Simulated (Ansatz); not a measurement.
Here is the system:

```
BN
1.0
    2.53600     0.00000     0.00000
   -1.26800     2.19624     0.00000
    0.00000     0.00000     4.37349
B N
2 2
Direct
  0.33333   0.66667   0.99956
  0.66667   0.33333   0.49956
  0.33333   0.66667   0.37544
  0.66667   0.33333   0.87544
```

These are r2SCAN, rigid bands (plane waves, PAW, scalar-relativistic; Ansatz, an electronic-structure program) values and carry that method's errors. Condition of this run: uniaxial stress along c of -36 GPa (compression positive) (the target of the relaxation). How the cell was made: cell and atoms relaxed with PBEsol, then loaded as said.

Problem. Predict the electron conductivity mass (n e² τ/σ) at 300 K, by direction if it differs.

Solution. 0.50 (x), 0.50 (y), 0.32 (z) mₑ.

Problem. What conductivity effective mass do dilute holes have at 300 K?

Solution. 0.75 (x), 0.75 (y), 1.45 (z) mₑ.

Problem. And the band gap?

Solution. 5.73 eV at this level; semilocal functionals usually fall short of the measured gap.

Rigid bands, one relaxation time for all states, no polarons. Spin-orbit coupling is left out. Geometry: cell and atoms relaxed with PBEsol.
